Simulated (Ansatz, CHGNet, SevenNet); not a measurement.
How the lattice constant a of GaP (model structure, started from the NiAs type, P6₃/mmc, No. 194, 4 atoms in the cell) moves with the method

No measured value is used here.

```tsv
level (code)	value (Å)
CHGNet-r²SCAN	3.679
SevenNet-0	3.622
SevenNet-l3i5	3.536
LDA (Ansatz)	3.529
PBE (Ansatz)	3.612
PBEsol (Ansatz)	3.557
PBE-D3(BJ) (Ansatz)	3.560
r²SCAN (Ansatz)	3.595
r²SCAN+rVV10 (Ansatz)	3.583
```

Cutoffs differ between the levels. Ansatz's density-functional and Hartree–Fock values are scalar-relativistic unless marked +SOC, with PAW data made under PBE.

Machine-learned potentials (CHGNet-r²SCAN, SevenNet-0, SevenNet-l3i5) are trained on DFT data: a solid inside that data is no test of them.

A model structure was made by putting elements into a prototype or built by hand; it is no filed structure, need not be a known phase, and can be a saddle point held by its symmetry.

Ansatz is an electronic-structure program.
